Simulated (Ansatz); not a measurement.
The parent structure is Mo in the bcc (W type) structure (space group Im-3m, No. 229; a = 3.1300 Å; relaxed with 0.1 eV smearing). Axes: x, y, z lie along the cube axes.

Calculations: PBEsol (Ansatz, a program for electronic structure), no spin-orbit coupling.

For the base:

| Item | Value |
|---|---|
| Shortest interatomic distance | 2.711 Å |
| Band gap | zero |

One thing is altered: a pure shear with ε_xy = ε_yx = 0.0057; the atoms relax in the strained cell.

Task: What happens to the energy relative to the base, stress, shortest interatomic distance and band gap?

Result: The energy rises by 0.7 meV/atom; the stress (xx, yy, zz, yz, xz, xy; compression positive) is (0.0, 0.0, 0.0, 0.0, 0.0, -1.2) GPa; the shortest interatomic distance decreases by 0.0103 Å, from 2.711 Å to 2.700 Å; the band gap remains zero.

No phonon test of stability was made. All final runs are without spin polarisation.
